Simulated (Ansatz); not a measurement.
The starting structures come from a database of crystals and need not be the phases stable at ambient conditions.

By PBEsol, the system below comes out a metal.

Without scattering a metal conducts by its projected Fermi surface.

Consider the following.

```yaml
crystal:
  lattice:
    - [3.41097, 0.00000, 0.00000]
    - [0.00000, 4.15865, 0.00000]
    - [0.00000, 2.07933, 2.07933]
  atoms:
    - { symbol: Ti, position: [0.50000, 0.50000, 0.00000] }
    - { symbol: Rh, position: [0.00000, 0.00000, 0.00000] }
```

The cell is taken as given; by PBEsol it stands under a pressure of -4.3 GPa.

The current flows along the normal of the first two printed cell vectors, the (110) plane of the conventional cell. No spin-orbit coupling; the value is a mean over 0.1 eV about the Fermi level.

Give the ballistic conductance per area that Ansatz (an electronic-structure program) with PBEsol yields.

1.1 × 10¹⁵ S/m² for both spins.
